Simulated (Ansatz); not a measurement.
Results of r²SCAN+rVV10 (PAW; Ansatz, a first-principles code) for SrHfN2 (R-3m, No. 166, 4 atoms in the cell; start mp-9383).

Settings: plane-wave cutoff 560 eV, 12×12×12 k mesh, Fermi–Dirac smearing 0.01 eV, scalar-relativistic PAW data made under PBE.

Cell (relaxed at this level):

```
HfSrN2
1.0
    1.66575     0.96172     5.88913
   -1.66575     0.96172     5.88913
    0.00000    -1.92344     5.88913
Sr Hf N
1 1 2
Cartesian
  0.00000   0.00000   0.00000
  0.00000   0.00000   8.83370
  0.00000   0.00000   4.11537
  0.00000   0.00000  13.55203
```

Problem. Give the computed band gap, smallest direct gap on the k points sampled and direct gap at Γ.

Solution. 
band gap: 0.59 eV
smallest direct gap on the k points sampled: 1.19 eV
direct gap at Γ: 2.80 eV

Spin–orbit coupling is not included.

Static lattice: no zero-point or thermal effects.

A start named mp-… is a Materials Project structure, which need not be a measured phase.
